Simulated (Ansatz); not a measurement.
Consider ZnAu in the CsCl type structure (space group Pm-3m, No. 221; relaxed with 0.1 eV smearing).

```
CELL_PARAMETERS angstrom
      3.12862     0.00000     0.00000
      0.00000     3.12862     0.00000
      0.00000     0.00000     3.12862
ATOMIC_POSITIONS crystal
  Zn 0.50000 0.50000 0.50000
  Au 0.00000 0.00000 0.00000
```

Cartesian axes are those of the cell as printed.

Computed with PBEsol (Ansatz, a quantum-chemistry and plane-wave program; PAW; 420 eV plane waves; scalar-relativistic without spin-orbit coupling).

The change: tensile biaxial strain of 2.50 % in the plane normal to [111], as in epitaxy on a mismatched substrate; the out-of-plane cell vector and the atoms relax.

Q: Predict the new energy relative to the base, in-plane stress and ratio −ε⊥/ε∥.

A: The energy grows by 13 meV/atom; the mean in-plane stress (compression positive) amounts to -5.3 GPa; the ratio −ε⊥/ε∥ amounts to 0.80.

No phonon test of stability was made.
